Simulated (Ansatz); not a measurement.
Here is the system:

```
CELL_PARAMETERS angstrom
      4.57494     0.00000     0.00000
      0.00000     4.57494     0.00000
      2.28747    -2.28747     3.18333
ATOMIC_POSITIONS crystal
  Te 0.00000 0.00000 0.00000
  Sn 0.50000 0.50000 0.00000
```

No spin polarisation.

Computed with Ansatz (a program for electronic structure), r2SCAN, PAW, cutoff 500 eV, spin-orbit coupling left out, earlier PAW set. Settings: 13×13×13 k-points, 0.05 eV Fermi–Dirac smearing.

Q: Predict the gap character and in-plane stress.

A: Gap character: direct at N
Mean in-plane stress (compression positive): -1.8 GPa

Spin-orbit coupling, missing from the scalar runs, can matter with Te. The cells carry an imposed strain or load. Stability against distortions was not tested. The cell was made from SnTe in the rock salt structure (space group Fm-3m, No. 225) by this change: biaxial strain +1.55 %, plane normal [001], relaxed out of plane. The zero or small gap of SnTe can change with the level of theory.
